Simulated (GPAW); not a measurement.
Checking a run of GPAW on CoAl (Pm-3m, 2 atoms in the cell). The aim is a self-consistent single point with DFT PBEsol, LCAO dzp, GPAW PAW datasets PBEsol (made by gpaw-setup).

Cell that was meant: a = 2.9018 Å, b = 2.9018 Å, c = 2.9018 Å, α = 90.00°, β = 90.00°, γ = 90.00°.

Part of the input:

```python

calc = GPAW(mode='lcao',
            h=0.18,
            xc='PBEsol',
            kpts=(9, 9, 9),
            occupations={'name': 'methfessel-paxton', 'width': 0.05, 'order': 1},
            convergence={'forces': 0.001},
```

Log, with long lists cut:

```
Input parameters:
  convergence: {forces: 0.001}
  h: 0.18
  kpts: [9 9 9]
  maxiter: 100
  mode: lcao
   [... lines left out ...]
   1 Co     0.000000    0.000000    0.000000    ( 0.0000,  0.0000,  0.0000)

Unit cell:
           periodic     x           y           z      points  spacing
  1. axis:    yes    2.901756    0.000000    0.000000    16     0.1814
  2. axis:    yes    0.000000    2.901756    0.000000    16     0.1814
  3. axis:    yes    0.000000    0.000000    2.901756    16     0.1814

  Lengths:   2.901756   2.901756   2.901756
  Angles:   90.000000  90.000000  90.000000

Effective grid spacing dv^(1/3) = 0.1814
     iter     time        total  log10-change:
                         energy   eigst   dens  force
iter:   1 --:--:--   -12.543204        c
iter:   2 --:--:--   -11.965324        c -1.07
iter:   3 --:--:--   -11.330407        c -1.20
iter:   4 --:--:--   -11.320549        c -1.64
iter:   5 --:--:--   -11.311620        c -1.90
iter:   6 --:--:--   -11.311902        c -2.69
iter:   7 --:--:--   -11.311484c       c -2.73
iter:   8 --:--:--   -11.311516c       c -3.05
iter:   9 --:--:--   -11.311363c       c -3.00
iter:  10 --:--:--   -11.311349c       c -3.67
iter:  11 --:--:--   -11.311349c       c -5.08c
iter:  12 --:--:--   -11.311349c       c -6.14c -28.40c
Converged after 12 iterations.

Dipole moment: (-0.718117, -0.718117, -0.718117) |e|*Ang

Energy contributions relative to reference atoms: (reference = -44458.988219)

Kinetic:        +85.819371
Potential:      -74.160914
External:        +0.000000
XC:             -23.156072
Entropy (-ST):   +0.000252
Local:           +0.186098
SIC:             +0.000000
--------------------------
Free energy:    -11.311265
Extrapolated:   -11.311349

Showing only first 2 kpts
 Kpt  Band  Eigenvalues  Occupancy
  0     4     10.37057    2.00000
  0     5     10.37057    2.00000
  0     6     15.28028    0.00000
  0     7     15.28028    0.00000

  1     4     10.19440    2.00000
  1     5     10.37807    2.00000
  1     6     13.88491    0.00000
  1     7     15.74479    0.00000

Fermi level: 10.95538

No gap
No difference between direct/indirect transitions
Energy (eV): -11.311349

Forces in eV/Ang:
  0 Al   -0.00000   -0.00000   -0.00000
  1 Co   -0.00000   -0.00000   -0.00000
```

Problem. Is this run sound? If not, what is wrong?

Solution. The run is not sound. The fault is no basis set named in LCAO mode. Left out, the program falls back to a minimal basis. To fix it, name the basis. The run converged in 12 iterations without an error; against the sound input the free energy rises by 1.23 eV/atom.

An input that runs soundly differs in these lines (not the only fix; some lines may just follow from the change or write a value another way):
```diff
+            basis='dzp',
```

With that input, the run converged in 10 iterations: free energy E − TS (from the program's reference atoms) -13.7640 eV; Fermi level (on the code's own zero) 9.45 eV (DFT PBEsol, LCAO dzp, GPAW PAW datasets PBEsol (made by gpaw-setup)).

On the sound input: the starting cell has typed, rounded lattice constants, without a prior relaxation at this level. Its lattice was rescaled by a random factor within 2.5 % of one. Spin polarisation is off. Values carry the incompleteness of an atom-centred basis.
